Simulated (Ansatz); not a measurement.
## CO on the 1x1 (110) surface of 3C silicon carbide (cut with top plane C + Si), one in a 2x2 cell, started at the site 'hollow Si'

Host crystal: 3C silicon carbide, with a band gap (PBE, scalar-relativistic without spin-orbit coupling).

Calculation: r2SCAN, at the PBE geometry (plane waves to 500 eV, PAW; Ansatz, a program for electronic structure).

Model: 50-atom slab, 7.7 Å thick at the start under the adsorbate (thin: gaps and levels are the slab's own), 3x3x1 mesh, Fermi-Dirac 0.01 eV, dipole correction, single point; on the structure that PBE left under its start's symmetry; no spin, no spin-orbit, no U, no dispersion correction. At the end it is bonded to Si. In PBE it is, or lies within 0.03 eV of, the lowest of the starts that converged; the order may differ at this level.

* **adsorption energy against CO(g) at the same level**: -0.86 eV
* **change of the step from the bottom to the top vacuum level, against the clean slab**: -0.43 eV
* **height of the binding atom over the mean of the host atoms within 0.3 Å of the top one**: 1.559 Å
* **nearest host atoms of the binding atom**: Si at 2.02 Å, C at 2.99 Å, C at 2.99 Å
* **note**: in the relaxation the adsorbate left its starting site by 2.2 Å
* **cost**: around 2.6 core-minutes (rough)

A negative adsorption energy means that the adsorbate is more stable on the surface than in its reference.
